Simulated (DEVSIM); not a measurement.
System: illuminated InP p-on-n cell, one wavelength, at 300 K.

| layer (left to right) | material | thickness (μm) | Nd (cm⁻³) | Na (cm⁻³) | τn (s) | τp (s) | absorption coefficient (cm⁻¹) |
|---|---|---|---|---|---|---|---|
| 1 | InP | 0.400 | - | 7e17 | 3.2e-9 | 4.6e-8 | 78000 |
| 2 | InP | 1.60 | 5.5e15 | - | 6e-8 | 6e-8 | 78000 |

Left contact: ohmic, minority electron recombination velocity 800 cm/s. Right contact: ohmic, minority hole recombination velocity 2e6 cm/s. Voltage is applied to the left contact. Recombination: SRH at mid-gap, radiative, Auger. Light enters at the left, 6.7e15 photons cm⁻² s⁻¹, one pass, no reflection. Mobility is μmin + (μ − μmin)/(1 + (N/Nref)^α).

Constants are typed, rounded textbook-type inputs, not results; the design itself was drawn at random and stands for no fabricated device. Values at 300 K.

| parameter | InP |
|---|---|
| gap (eV) | 1.344 |
| affinity (eV) | 4.38 |
| permittivity | 12.5 |
| Nc (cm⁻³) | 5.7e17 |
| Nv (cm⁻³) | 1.1e19 |
| μn (cm²/Vs) | 5200 |
| μp (cm²/Vs) | 170 |
| μn,min | 400 |
| μp,min | 10 |
| Nref,n | 3e17 |
| Nref,p | 4.9e17 |
| αn | 0.47 |
| αp | 0.62 |
| B (cm³/s) | 1.2e-10 |
| Cn (cm⁶/s) | 9e-31 |
| Cp (cm⁶/s) | 9e-31 |

Model (solved in DEVSIM): 1D drift-diffusion, Boltzmann statistics, complete ionisation; no tunnelling, impact ionisation, image-force lowering or self-heating.

Question: Give the dark forward current.

Answer: 
```json
[
 {"V (V)": "0.05", "J (A/cm²)": "9.4e-11"},
 {"V (V)": "0.10", "J (A/cm²)": "3.3e-10"},
 {"V (V)": "0.15", "J (A/cm²)": "9.6e-10"},
 {"V (V)": "0.20", "J (A/cm²)": "2.7e-9"},
 {"V (V)": "0.25", "J (A/cm²)": "7.3e-9"},
 {"V (V)": "0.30", "J (A/cm²)": "2.0e-8"},
 {"V (V)": "0.35", "J (A/cm²)": "5.5e-8"},
 {"V (V)": "0.40", "J (A/cm²)": "1.5e-7"},
 {"V (V)": "0.45", "J (A/cm²)": "4.2e-7"},
 {"V (V)": "0.50", "J (A/cm²)": "1.2e-6"},
 {"V (V)": "0.55", "J (A/cm²)": "3.5e-6"},
 {"V (V)": "0.60", "J (A/cm²)": "1.1e-5"},
 {"V (V)": "0.65", "J (A/cm²)": "3.9e-5"},
 {"V (V)": "0.70", "J (A/cm²)": "0.00016"},
 {"V (V)": "0.75", "J (A/cm²)": "0.00083"},
 {"V (V)": "0.80", "J (A/cm²)": "0.0048"},
 {"V (V)": "0.85", "J (A/cm²)": "0.030"},
 {"V (V)": "0.90", "J (A/cm²)": "0.20"},
 {"V (V)": "0.95", "J (A/cm²)": "1.3"},
 {"V (V)": "1.00", "J (A/cm²)": "7.5"},
 {"V (V)": "1.05", "J (A/cm²)": "36"},
 {"V (V)": "1.10", "J (A/cm²)": "130"},
 {"V (V)": "1.15", "J (A/cm²)": "410"},
 {"V (V)": "1.20", "J (A/cm²)": "1200"},
 {"V (V)": "1.25", "J (A/cm²)": "3000"}
]
```
